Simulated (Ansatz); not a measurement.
For BC5 (I-4m2, No. 119; start mp-1077125), LDA in Ansatz (PAW) gives:

```
Item                        Value
-------------------  ------------
lattice parameter a       2.484 Å
c axis length            11.286 Å
bulk modulus              407 GPa
cohesive energy      8.54 eV/atom
```

Task: What does r²SCAN (Ansatz, a first-principles code, plane waves, PAW) give for the same quantities?

Result: 
- lattice constant a: 2.508 Å (rises by 1.0 %)
- lattice parameter c: 11.370 Å (grows by 0.7 %)
- bulk modulus: 392 GPa (drops by 3.7 %)
- cohesive energy: 7.17 eV/atom (shrinks by 1.37 eV/atom)

Changes are worked out from the printed values.

Unless a cell is named, each level is at its own relaxed cell (LDA 5.80, r²SCAN 5.96 Å³/atom).

Caveats: the bulk modulus is −V dP/dV from two relaxed cells at ±2 % in volume (LDA, r²SCAN); the relaxation could not lower the start's symmetry, so the cell can be a saddle point above a distorted one (LDA, r²SCAN). Ansatz's density-functional and Hartree–Fock values are scalar-relativistic unless marked +SOC, with PAW data made under PBE.

A start named mp-… is a Materials Project structure, which can be a computed phase never made.
